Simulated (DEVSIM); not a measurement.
Device: GaAs n-i-p diode, at 300 K.

Layer 1 from the left is GaAs, thickness (μm) 0.620, Nd (cm⁻³) 1.9e17, τn (s) 6.2e-8, τp (s) 6.2e-8. Layer 2 from the left is GaAs, thickness (μm) 1.60, Na (cm⁻³) 1.3e13, τn (s) 6.2e-8, τp (s) 6.2e-8. Layer 3 from the left is GaAs, thickness (μm) 5.00, Na (cm⁻³) 3.1e17, τn (s) 6.2e-7, τp (s) 6.2e-8.

Left contact: ohmic. Right contact: ohmic. Voltage is applied to the left contact. Recombination: SRH at mid-gap, Auger. Mobility is μmin + (μ − μmin)/(1 + (N/Nref)^α).

Constants are typed, rounded textbook-type inputs, not results; the design itself was drawn at random and stands for no fabricated device. Values at 300 K.

GaAs: gap (eV) 1.424, affinity (eV) 4.07, permittivity 12.9, Nc (cm⁻³) 4.7e17, Nv (cm⁻³) 9e18, μn (cm²/Vs) 8500, μp (cm²/Vs) 400, μn,min 500, μp,min 20, Nref,n 6e16, Nref,p 1.5e17, αn 0.39, αp 0.38, Cn (cm⁶/s) 1e-30, Cp (cm⁶/s) 1e-30.

DEVSIM, 1D drift-diffusion, Boltzmann statistics, complete ionisation; no tunnelling, impact ionisation, image-force lowering or self-heating.

Problem. What does the simulation give for the dark forward voltage at 1 A/cm², the dark forward voltage at 100 A/cm², the potential step across the device at zero bias?

Solution. dark forward voltage at 1 A/cm² 1.065 V; dark forward voltage at 100 A/cm² 1.199 V; potential step across the device at zero bias 1.314 V.
